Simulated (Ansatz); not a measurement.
Worked calculations on one periodic cell of amorphous In₂₂WO₃₆: In22WO36, 59 atoms, volume 806.7 Å³, made by a melt-quench on the CHGNet potential and relaxed with DFT. O atoms were pushed apart under 1.9 Å during the dynamics, to hinder bonds among them. It is a model cell: composition and starting density were chosen by hand, and all elements were melted together. Cycles of charging were run to anneal it. These are PBE, scalar-relativistic without spin-orbit coupling (plane waves to 420 eV, PAW; Ansatz, a quantum-chemistry and plane-wave program) values and carry that method's errors. Sampling: a 2×2×2 Γ-centred mesh; Fermi-Dirac width 0.02 eV; no spin polarisation. Its volume was relaxed, its shape was free, and it stands at a mean pressure of 0.2 GPa with stress components up to 0.3 GPa; the relaxation ran on the zone centre alone. Its density went from a set 6.68 to 6.76 g/cm³. The cell is small and was quenched far faster than a real film, so it is one sample of the glass.

Task: Count formal charges (In +3, W +6, O -2). What does the count lead one to expect at the Fermi level, and what does the calculation give?

Result: 22 × (+3) + 1 × (+6) + 36 × (-2) = 0. The charges balance, so the anion-derived valence states can be full and a gap can open. On this mesh the highest filled and lowest empty level lie 0.65 eV apart, the PBE gap of this cell, with a localised state at one edge or both.

The cell was scaled and its atoms relaxed again at each volume (the zone centre alone): 734.1 Å³, 11.74 GPa; 806.7 Å³, -0.01 GPa; 830.9 Å³, -2.18 GPa.

Task: Estimate the bulk modulus over this range from B = −dP/d ln V.

Result: Between the ends: −(-2.18 − 11.74) / ln(830.9/734.1) = 112 GPa, a mean over the range at 0 K with the atoms relaxed.
